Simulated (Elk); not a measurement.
Elk run on BaTe (Fm-3m, 2 atoms in the cell): self-consistent single point.

Method of the run: PBE, all-electron FP-LAPW, Elk's shipped species files, default APW+lo basis in Elk.

The change in words: lattice scaled by 0.98. Reference geometry:
```xyz
2
Lattice="0.0000 3.4666 3.4666 3.4666 0.0000 3.4666 3.4666 3.4666 0.0000" Properties=species:S:1:pos:R:3 pbc="T T T"
Ba     0.0000     0.0000     0.0000
Te     3.4666     3.4666     3.4666
```

Reference input (self-consistent single point, DFT, PBE, all-electron FP-LAPW, Elk's shipped species files, default APW+lo basis): xctype = 20; rgkmax = 7; stype = 3; swidth = 0.00183747 Ha; ngridk = 6 6 6. This run's input differs from it in these lines:

```diff
@@ -16,5 +16,5 @@
 avec
-    0.0000000000    6.5508811199    6.5508811199
-    6.5508811199    0.0000000000    6.5508811199
-    6.5508811199    6.5508811199    0.0000000000
+    0.0000000000    6.4198626283    6.4198626283
+    6.4198626283    0.0000000000    6.4198626283
+    6.4198626283    6.4198626283    0.0000000000
```

The program printed (abridged):

```
│ Self-consistent loop started │
│ Loop number : 1 │
 total energy                :     -14948.0680983
│ Loop number : 2 │
 total energy                :     -14947.9764881
RMS change in Kohn-Sham potential (target) :   0.1177840511     (  0.1000000000E-05)
Absolute change in total energy (target)   :   0.9161013021E-01 (  0.1000000000E-03)
│ Loop number : 3 │
 total energy                :     -14944.3400063
RMS change in Kohn-Sham potential (target) :   0.7939291456E-01 (  0.1000000000E-05)
Absolute change in total energy (target)   :    3.659384335     (  0.1000000000E-03)
│ Loop number : 4 │
   [... lines left out ...]
Absolute change in total energy (target)   :   0.9406048594E-03 (  0.1000000000E-03)
│ Loop number : 13 │
 total energy                :     -14936.5751973
RMS change in Kohn-Sham potential (target) :   0.1772080114E-06 (  0.1000000000E-05)
Absolute change in total energy (target)   :   0.2382732982E-03 (  0.1000000000E-03)
│ Loop number : 14 │
 total energy                :     -14936.5751928
RMS change in Kohn-Sham potential (target) :   0.5396641730E-07 (  0.1000000000E-05)
Absolute change in total energy (target)   :   0.6410208334E-04 (  0.1000000000E-03)
Convergence targets achieved

│ Loop number : 15 │

Energies :
 Fermi                       :     0.194971091155
 total energy                :     -14936.5751925

Density of states at Fermi energy :   0.2551905515E-04
 (states/Hartree/unit cell)

Estimated indirect band gap :   0.5156065102E-01
 from k-point      1 to k-point     13
Estimated direct band gap   :   0.6379351321E-01
 at k-point     13

Charges :
 core                        :    72.00000000
 valence                     :    36.00000000
 interstitial                :    4.196911357
 muffin-tins (core leakage)
  species :    1 (Ba)
   atom    1                 :    53.70527569     (  0.5309262718E-05)
  species :    2 (Te)
   atom    1                 :    50.09781296     (  0.4076425172E-03)
 total in muffin-tins        :    103.8030886
 total calculated charge     :    107.9951302
 total charge                :    108.0000000
 error                       :   0.4869775484E-02

│ Self-consistent loop stopped │
```

The run converged in 15 iterations. The count includes the last loop, which Elk runs after its targets are met. Against the reference run the free energy rises by 48.9 meV/atom and the gap on the mesh goes from 1.547 to 1.403 eV.

The starting cell comes from a database of computed structures (which also holds hypothetical and non-ambient phases and stackings), without a prior relaxation at this level. Its lattice was rescaled by a random factor within 2.5 % of one. For this run, on top of that: lattice scaled by 0.98. Spin-orbit coupling is off. Values depend on the basis (sphere radii, cutoffs, local orbitals), which need not be converged.
